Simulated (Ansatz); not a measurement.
**CaO under a change: isotropic strain +3.00 %**

Take CaO in the rock salt structure (space group Fm-3m, No. 225; a = 4.831 Å) as the base.

Now apply this change: an isotropic linear strain of +3.00 %; the atoms relax in the strained cell.

All numbers come from PBE (Ansatz, a quantum-chemistry and plane-wave program), without spin-orbit coupling. Settings: 12×12×12 k-points, 0.05 eV Fermi–Dirac smearing.

```tsv
quantity	base	changed	shift
volume per atom	14.09 Å³	15.40 Å³	+1.31 Å³
space group	Fm-3m (No. 225)	Fm-3m (No. 225)	–
energy relative to the base (free energy F)	0 meV/atom	+34 meV/atom	+34 meV/atom
pressure	0.00 GPa	-7.71 GPa	-7.71 GPa
band gap	3.66 eV	3.65 eV	-0.003 eV
gap character	indirect, Γ → X	indirect, Γ → X	–
mean gap deformation potential ΔEg/Δln V	–	0.0 eV	–
electron mass	1.4 mₑ along k, 0.44 mₑ across (at X)	1.5 mₑ along k, 0.47 mₑ across (at X)	–
hole mass (degenerate bands, along [100])	0.35, 2.9, 2.9 mₑ (at Γ)	0.36, 2.9, 2.9 mₑ (at Γ)	–
valley order (the lowest conduction-band minima on the path, energy above the VBM, named in the base's zone)	X along ⟨100⟩ 3.66 eV; Γ 4.61 eV	X along ⟨100⟩ 3.65 eV; Γ 3.93 eV	–
```

Final structure:

```yaml
crystal:
  lattice:
    - [0.00000, 2.48786, 2.48786]
    - [2.48786, 0.00000, 2.48786]
    - [2.48786, 2.48786, 0.00000]
  atoms:
    - { symbol: Ca, position: [0.00000, 0.00000, 0.00000] }
    - { symbol: O, position: [0.50000, 0.50000, 0.50000] }
```

Cost of the whole job for the changed cell (relaxation, final SCF and bands): roughly 3 core-seconds.

Effective masses come from finite differences of ±0.01 Å⁻¹. Along k means along the line from Γ to the band edge. Stability against distortions was not tested.
